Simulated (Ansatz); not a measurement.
Density of states of SiC (P6_3mc) below the valence band maximum, PBE with spin-orbit coupling, rigid bands in Ansatz (a program for electronic structure); cell volume 41.4 Å³.

```json
[
 {"energy from edge (eV)": "0.006", "10⁻³ states/eV/cell": "48.9"},
 {"energy from edge (eV)": "0.031", "10⁻³ states/eV/cell": "141"},
 {"energy from edge (eV)": "0.056", "10⁻³ states/eV/cell": "184"},
 {"energy from edge (eV)": "0.081", "10⁻³ states/eV/cell": "217"},
 {"energy from edge (eV)": "0.106", "10⁻³ states/eV/cell": "247"},
 {"energy from edge (eV)": "0.131", "10⁻³ states/eV/cell": "301"},
 {"energy from edge (eV)": "0.156", "10⁻³ states/eV/cell": "338"},
 {"energy from edge (eV)": "0.181", "10⁻³ states/eV/cell": "371"},
 {"energy from edge (eV)": "0.206", "10⁻³ states/eV/cell": "400"},
 {"energy from edge (eV)": "0.231", "10⁻³ states/eV/cell": "427"},
 {"energy from edge (eV)": "0.256", "10⁻³ states/eV/cell": "453"},
 {"energy from edge (eV)": "0.281", "10⁻³ states/eV/cell": "477"},
 {"energy from edge (eV)": "0.319", "10⁻³ states/eV/cell": "513"},
 {"energy from edge (eV)": "0.344", "10⁻³ states/eV/cell": "536"},
 {"energy from edge (eV)": "0.369", "10⁻³ states/eV/cell": "558"},
 {"energy from edge (eV)": "0.394", "10⁻³ states/eV/cell": "581"},
 {"energy from edge (eV)": "0.419", "10⁻³ states/eV/cell": "603"},
 {"energy from edge (eV)": "0.444", "10⁻³ states/eV/cell": "624"},
 {"energy from edge (eV)": "0.469", "10⁻³ states/eV/cell": "646"},
 {"energy from edge (eV)": "0.494", "10⁻³ states/eV/cell": "669"},
 {"energy from edge (eV)": "0.519", "10⁻³ states/eV/cell": "691"},
 {"energy from edge (eV)": "0.544", "10⁻³ states/eV/cell": "713"},
 {"energy from edge (eV)": "0.569", "10⁻³ states/eV/cell": "734"},
 {"energy from edge (eV)": "0.594", "10⁻³ states/eV/cell": "759"}
]
```

Question: What effective density of states at 300 K does this give (∫ g(E) exp(−E/k_BT) dE, both spins, divided by the cell's size)?

Answer: 6.8e19 cm⁻³, a density-of-states mass of 1.94 mₑ, valleys and band degeneracy included.

Geometry: cell and atoms relaxed with PBEsol.
